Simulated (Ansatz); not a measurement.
Inside the gap of an insulator the Bloch states are evanescent, with a wavenumber k + iκ along the transport direction.

Consider the following.

```xyz
2
Lattice="3.3991 0.0000 0.0000 0.0000 3.3991 0.0000 1.6996 -1.6996 2.4036" Properties=species:S:1:pos:R:3 pbc="T T T"
Ca     0.0000     0.0000     0.0000
O      1.6996     1.6996     0.0000
```

The cell is taken as given; by r2SCAN it stands under a pressure of -0.9 GPa.

Transport runs along the normal of the first two printed cell vectors, the (001) plane of the conventional cell.

No gap correction and no spin-orbit coupling; mid-gap is the computed energy nearest the middle.

Task: Compute, with r2SCAN (Ansatz, a quantum-chemistry and plane-wave program), the band gap and the smallest decay constant κ at mid-gap.

Result: Gap 4.20 eV on a 12×12×12 mesh; κ = 0.323 1/Å, at the zone centre.
